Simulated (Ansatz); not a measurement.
B20 (FeSi-type) FeGe, treated with PBE-D4 (Ansatz, a program for electronic structure, plane waves, PAW).

Numerical settings: plane-wave cutoff 520 eV, 12×12×12 k mesh, Fermi–Dirac smearing 0.05 eV, spin-polarised with parallel moments, scalar-relativistic PAW data made under PBE.

Shape and atoms are relaxed at each volume.

Pressure at four volumes; x = ln(V/12.291 Å³). One pressure is withheld.

```tsv
V (Å³/atom)	x	P (GPa)
11.799	-0.0409	8.08
12.291	0.0000	-0.02
12.536	0.0197	-3.34
12.782	0.0392	?
```

Problem. Pass a parabola P(x) through the three rows shown, estimate the bulk modulus and its pressure derivative near zero pressure, and predict the withheld pressure.

Solution. Slopes between the rows: (-0.02 − (8.08))/(0.0000 − (-0.0409)) = -198.04 and (-3.34 − (-0.02))/(0.0197 − (0.0000)) = -168.53 GPa. Their difference over the span 0.0606 is c = 29.51/0.0606 = 487.0 GPa, so P(x) = 8.08 + (-198.04)(x − (-0.0409)) + 487.0 (x − (-0.0409))(x − (0.0000)). At the middle row B = −dP/dx = −[-198.04 + 487.0 × 0.0409] = 178.1 GPa, and B′ = dB/dP = 2c/B = 5.5. At x = 0.0392 the parabola gives -6.25 GPa; the run gives -6.27 GPa. The Birch–Murnaghan fit to the energies at all volumes has B0 = 178 GPa and B′ = 5.3.

Measured, for comparison: bulk modulus 147 ± 3 GPa (82 K, zero-point motion not removed; as tabulated in Wilhelm et al. (2007), arXiv:cond-mat/0703031). Computed (rounded) less measured: bulk modulus +21 %.

Note: the collinear magnetic order is the start's and need not be the measured one; the bulk modulus comes from volumes at which shape and atoms were relaxed.
